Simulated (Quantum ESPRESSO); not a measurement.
Input and output of a self-consistent single point for Zn2SeS (P1, 4 atoms in the cell) (Quantum ESPRESSO).

Computed with LDA (PZ)+U, PSlibrary ultrasoft (LDA) pseudopotentials (plane waves; Quantum ESPRESSO).

```xyz
4
Lattice="3.9093 0.0000 0.0000 0.0000 3.9093 0.0000 0.0000 0.0000 5.5221" Properties=species:S:1:pos:R:3 pbc="T T T"
Zn     2.0593     0.0693     4.2451
Zn    -0.0312     1.9818     1.2963
Se    -0.0106    -0.0350     2.6905
S      1.8918     1.8932     0.0514
```

Reference input (self-consistent single point, DFT, LDA (PZ), plane waves, PSlibrary ultrasoft (LDA) pseudopotentials): ecutwfc = 50 Ry; ecutrho = 300 Ry; occupations = fixed; K_POINTS = automatic 5 5 3 0 0 0; nbnd = 22; conv_thr = 1e-10 Ry; mixing_beta = 0.4. This run's input differs from it in these lines:

```diff
@@ -36,2 +36,4 @@
 5 5 3  0 0 0
+HUBBARD {atomic}
+U Zn-3d 5
```

Log, with long lists cut:

```
     Self-consistent Calculation

     iteration #  1     ecut=    50.00 Ry     beta= 0.40

     =================== HUBBARD OCCUPATIONS ===================
     ------------------------ ATOM    1 ------------------------
     Tr[ns(  1)] =   9.99626
     eigenvalues:
       0.999  0.999  1.000  1.000  1.000
     ------------------------ ATOM    2 ------------------------
     Tr[ns(  2)] =   9.99365
     eigenvalues:
       0.999  0.999  0.999  1.000  1.000

     Number of occupied Hubbard levels =   19.9899

     Threshold (ethr) on eigenvalues was too large:
     Diagonalizing with lowered threshold

   [... lines left out ...]

     iteration #  2     ecut=    50.00 Ry     beta= 0.40

     total energy              =    -338.08269252 Ry
     estimated scf accuracy    <       0.01075767 Ry

     iteration #  3     ecut=    50.00 Ry     beta= 0.40

     total energy              =    -338.08374164 Ry
     estimated scf accuracy    <       0.00180975 Ry

   [... 6 blocks of this kind left out ...]

     iteration # 10     ecut=    50.00 Ry     beta= 0.40

     total energy              =    -338.08376849 Ry
     estimated scf accuracy    <          3.3E-10 Ry

     iteration # 11     ecut=    50.00 Ry     beta= 0.40
     End of self-consistent calculation

     =================== HUBBARD OCCUPATIONS ===================
     ------------------------ ATOM    1 ------------------------
     Tr[ns(  1)] =   9.98706
     eigenvalues:
       0.998  0.998  0.999  0.999  0.999
     ------------------------ ATOM    2 ------------------------
     Tr[ns(  2)] =   9.98329
     eigenvalues:
       0.998  0.998  0.998  0.999  0.999

     Number of occupied Hubbard levels =   19.9703

     highest occupied, lowest unoccupied level (ev):     5.5340    6.8505

!    total energy              =    -338.08376849 Ry
     estimated scf accuracy    <          2.0E-11 Ry

     Hubbard energy            =       0.00543863 Ry

     convergence has been achieved in  11 iterations

     Forces acting on atoms (cartesian axes, Ry/au):

   [... lines left out ...]

     Total force =     0.062768     Total SCF correction =     0.000014

          total   stress  (Ry/bohr**3)                   (kbar)     P=      -25.37
  -0.00020693  -0.00001294  -0.00006204          -30.44       -1.90       -9.13
  -0.00001294  -0.00013274   0.00012132           -1.90      -19.53       17.85
  -0.00006204   0.00012132  -0.00017767           -9.13       17.85      -26.14

   JOB DONE.
```

The run converged in 11 iterations. Against the reference run the pressure goes from -3.66 to -2.54 GPa, the largest force goes from 0.912 to 0.930 eV/Å and the gap on the mesh goes from 1.248 to 1.316 eV.

The starting cell comes from a database of computed structures (which also holds hypothetical and non-ambient phases and stackings), without a prior relaxation at this level. Its atoms were displaced at random from the sites of space group no. 115. Spin polarisation is off. The U value is a test value.

Cost on one core of a shared machine: roughly 40 s.
